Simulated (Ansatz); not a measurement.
**Hypothetical CsCl type NiO, pressure series**

Base system: NiO in the CsCl type structure (space group Pm-3m, No. 221; ferromagnetic; a hypothetical phase, not in the database extracts checked).

```
CELL_PARAMETERS angstrom
      2.61226     0.00000     0.00000
      0.00000     2.61226     0.00000
      0.00000     0.00000     2.61226
ATOMIC_POSITIONS crystal
  Ni 0.00000 0.00000 0.00000
  O  0.50000 0.50000 0.50000
```

Cell and atoms are relaxed at each pressure.

Method: PBE in Ansatz (plane waves to 420 eV, PAW, no spin-orbit coupling).

| P (GPa) | V (Å³/atom) |
|---|---|
| -2.00 | 9.011 |
| -1.00 | 8.961 |
| 0.29 | 8.899 |
| 0.68 | 8.880 |
| 1.50 | 8.843 |
| 3.00 | 8.775 |
| 5.00 | 8.687 |
| 7.50 | 8.582 |
| 10.00 | 8.479 |

Question: Fit a third-order Birch–Murnaghan equation of state.

Answer: Least squares on P(V) = (3B₀/2)[(V₀/V)^(7/3) − (V₀/V)^(5/3)]·[1 + (3/4)(B₀′ − 4)((V₀/V)^(2/3) − 1)] gives V₀ = 8.91 Å³/atom, B₀ = 187 GPa and B₀′ = 2.8.

Load acts through the strain it causes; cell and atoms are relaxed under it. Whether these cells are dynamically stable was not tested. Competing high-pressure phases were not computed. Starting moments died away, wholly or in part, for the base; another magnetic solution may exist. No Hubbard U is applied and the magnetic state is the run's own (NiO ferromagnetic); other magnetic orders, which need larger cells, were not tried and can change the gap.

Ansatz is an electronic-structure program.
